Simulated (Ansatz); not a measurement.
Worked example: self-consistent single point of NaH (Fm-3m, 2 atoms in the cell) in Ansatz (an electronic-structure program)

Method: PBE (plane waves, PAW; Ansatz).

This input was run:

Ansatz 0.2 input:
```yaml
crystal:
  lattice:
    - [0.000000, 2.427800, 2.427800]
    - [2.427800, 0.000000, 2.427800]
    - [2.427800, 2.427800, 0.000000]
  atoms:
    - { symbol: Na, position: [0.000000, 0.000000, 0.000000] }
    - { symbol: H, position: [0.500000, 0.500000, 0.500000] }
basis:
  ecutwfc: 420.0
kpoints:
  mp_grid: { grid: [9, 9, 9] }
hamiltonian:
  xc: pbe
  pseudopotentials: { kind: paw }
scf:
  occupations: { method: fermi_dirac, width: 0.01 }
output:
  forces: true
  eigenvalues: true
  stress: true
```

Output, abridged:

```
WARN ansatz: RAYON_NUM_THREADS=1 ignored (pool sized by the plan → 1); use --threads N
Pseudopotentials: kind: paw
Pseudopotential: Na, paw, valence charge 9
Pseudopotential: H, paw, valence charge 1
Crystal: 2 atoms, lattice volume = 28.620 Å³
Basis set: ecut = 420 eV, 537 PW (Γ), exchange–correlation on 48×48×48 points (8 copies of the dense FFT grid, shifted against one another)
Bands: 9, of which v1, the nominal top of the filled ones, is band 5 counted from 1 (4 counted from 0)
Symmetry: 48 space group operations
Space group: Fm-3m (ITA 225), of the structure as read, at distance tolerance 3.1e-5 Å
k-points: 35 of 729
Initial density: superposition of atomic densities (neutral atoms: chi_scale 0, normalization atom), corrected by the library's trained network
Initial wavefunctions: pseudopotential atomic-orbital guess
Eigensolver: davidson
Functional: x = pbe(κ = 0.804, μ = 0.2195149727645171), c = pbe(β = 0.06672455060314922)
SCF iter   1: F=—  HF=-1502.680271 eV  |F-HF|=—  |Δ(HF+E_count)|=         —  Δρ=4.69e-4  dr2=4.69e-5  ethr=1.77e-3  ⟨swp⟩=6.0  Hψ=2132  notcnv=0
all-band conjugate gradients solve this SCF's bands
preconditioner: auto → none
SCF iter   2: F=—  HF=-1502.680120 eV  |F-HF|=—  |Δ(HF+E_count)|=   1.52e-4  Δρ=3.38e-4  dr2=2.63e-5  ethr=4.69e-7  ⟨swp⟩=2.4  Hψ=924  notcnv=0
SCF iter   3: F=—  HF=-1502.680150 eV  |F-HF|=—  |Δ(HF+E_count)|=   3.07e-5  Δρ=1.97e-4  dr2=7.15e-6  ethr=2.63e-7  ⟨swp⟩=2.7  Hψ=611  notcnv=0
SCF iter   4: F=—  HF=-1502.680147 eV  |F-HF|=—  |Δ(HF+E_count)|=   2.84e-6  Δρ=6.05e-5  dr2=6.87e-7  ethr=7.15e-8  ⟨swp⟩=2.3  Hψ=487  notcnv=0
SCF iter   5: F=—  HF=-1502.680148 eV  |F-HF|=—  |Δ(HF+E_count)|=   7.29e-7  Δρ=7.65e-5  dr2=1.37e-6  ethr=6.87e-9  ⟨swp⟩=2.0  Hψ=490  notcnv=0
SCF iter   6: F=-1502.680148 eV  HF=-1502.680148 eV  |F-HF|=3.55e-9  |Δ(HF+E_count)|=   5.58e-7  Δρ=5.14e-6  dr2=5.34e-9  ethr=1.00e-9  ⟨swp⟩=3.0  Hψ=1127  notcnv=0
SCF 1 converged in 6 iterations: F = -1502.680148 eV  dr2 = 5.34e-9
SCF converged after 6 iterations
Free energy (F): -1502.680148 eV
Harris-Foulkes:  -1502.680148 eV  (|F-HF|=3.55e-9)
Internal energy: -1502.680148 eV  (E = F + TS)
E sigma→0 (E₀):  -1502.680148 eV
Fermi energy:    2.709508 eV
--- Per-component energies (eV) ---
  E_band       = -228.151285
  E_kinetic    = 134.069319
  E_local      = -1333.494326  (includes V_loc(G=0)·N_el)
  E_nonlocal   = 116.521472
  E_hartree    = 478.475537
  E_xc         = -48.139115
  E_vxc        = -61.913316  (∫ρ·V_xc dr)
  E_paw        = -263.560065  (= ΣΔE_a)
  E_vpaw       = -40.285024  (= ΣTr[D̂ρ^β])
  E_aug_tail   = -0.000981  (compensation charges beyond the density's cutoff)
  E_ewald      = -586.551988
  E_smearing   = -0.000000  (= −TS)
  E_closure    = -0.000000  (closes the sum)
  Σ components = -1502.680148   (vs F -1502.680148, Δ=0.00e0)
--- Forces (eV/Å), atoms counted from 1 ---
  atom   1  Na    -0.00000000    -0.00000000     0.00000000
  atom   2  H      0.00000000    -0.00000000     0.00000000
  max |Σ_I F_I| component: 1.06e-30 eV/Å
--- Stress (GPa, compression-positive) ---
       -0.331880       0.000000       0.000000
        0.000000      -0.331880       0.000000
       -0.000000       0.000000      -0.331880
  P = ⅓ Tr σ = -0.3319 GPa (-3.319 kbar)
  The stress holds the Pulay correction. Without it, at fixed plane waves, as pw.x and ABINIT print it: P = -0.3959 GPa
--- Band table (eV; the first three rows and the last of 35) ---
  k-point 0: bands = ["-49.4964", "-21.3771", "-21.3771", "-21.3771", "-2.8163", "11.0513", "16.2461", "16.2461", "16.2461"]
  k-point 1: bands = ["-49.4957", "-21.3876", "-21.3783", "-21.3783", "-2.6073", "10.3699", "13.9053", "15.5350", "15.5350"]
  k-point 2: bands = ["-49.4938", "-21.4142", "-21.3815", "-21.3815", "-2.0049", "8.4722", "12.3982", "14.7980", "14.7980"]
  k-point 34: bands = ["-49.4883", "-21.4377", "-21.4265", "-21.4066", "0.6608", "6.3594", "7.1409", "9.4418", "16.6779"]
```

The run converged in 6 iterations.

The starting cell has typed, rounded lattice constants, without a prior relaxation at this level. Its lattice was rescaled by up to half a per cent. Ansatz's pressure includes its estimate of the finite-basis (Pulay) stress. Another mesh or the band path of this cell gives a smaller gap, so this value is not converged in the mesh.
